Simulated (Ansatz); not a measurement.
We consider Ga2Se3 (Cc, No. 9), described by LDA (PAW; Ansatz, a first-principles code).

Numerical settings: plane-wave cutoff 500 eV, 8×8×6 k mesh (along the axes of the cell as run), gaussian smearing 0.02 eV, scalar-relativistic PAW data made under PBE.

Computed at the level's own relaxed cell.

### Question
Predict the volume per atom and band gap.

### Answer

- volume per atom = 23.38 Å³/atom
- band gap = 1.06 eV (on the SCF k mesh)

Measured, for comparison: band gap 2.05 eV (temperature not stated, not corrected to a static lattice, compiled measured gap; kind and temperature not stated; as tabulated in Kothakonda et al. (2022), arXiv:2208.02841).

Spin–orbit coupling is not included.

Computed values are for the static lattice.
